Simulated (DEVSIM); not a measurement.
DEVSIM, 1D Poisson equation in equilibrium, Boltzmann statistics, complete ionisation; no quantum confinement or tunnelling. Metal contacts follow the ideal Schottky-Mott rule: no Fermi-level pinning, no interface dipoles.

System: Au/SiO2/p-GaSb capacitor, at 400 K.

```csv
layer (left to right),material,thickness (nm),Na (cm⁻³)
1,SiO2,22.0,-
2,GaSb,3200,3.5e16
```

Metal gate on the left, work function 5.1 eV. Fixed charge at the semiconductor interface 0 cm⁻² (in units of +e); no interface traps.

Constants are typed, rounded textbook-type inputs, not results; the design itself was drawn at random and stands for no fabricated device. Values at 300 K; Nc and Nv go as T^1.5, mobilities as T to minus their exponent, the gap by Varshni's rule with the affinity fixed.

```tsv
parameter	SiO2	GaSb
gap (eV)	9	0.726
affinity (eV)	0.9	4.06
permittivity	3.9	15.7
Nc (cm⁻³)	-	2.1e17
Nv (cm⁻³)	-	1.8e19
Varshni α (eV/K)	-	0.00042
Varshni β (K)	-	140
```

One input was changed, with this effect: flat-band voltage 0.58 → 0.55 V; capacitance of the dielectric stack little changed (0.157 μF/cm²); threshold voltage (band bending 2φF) 1.45 → 1.54 V; minimum of the low-frequency capacitance 0.0718 → 0.0840 μF/cm².

Problem. Which change was it?
A) interface trap density 0 → 3e+11 cm^-2 eV^-1
B) fixed charge 0 → 2.1e+11 cm^-2
C) SiO2 thickness 0.022 → 0.026 μm
D) temperature 400 → 250 K
E) substrate doping 3.5e+16 → 3.5e+15 cm^-3

Solution. A, interface trap density 0 → 3e+11 cm^-2 eV^-1
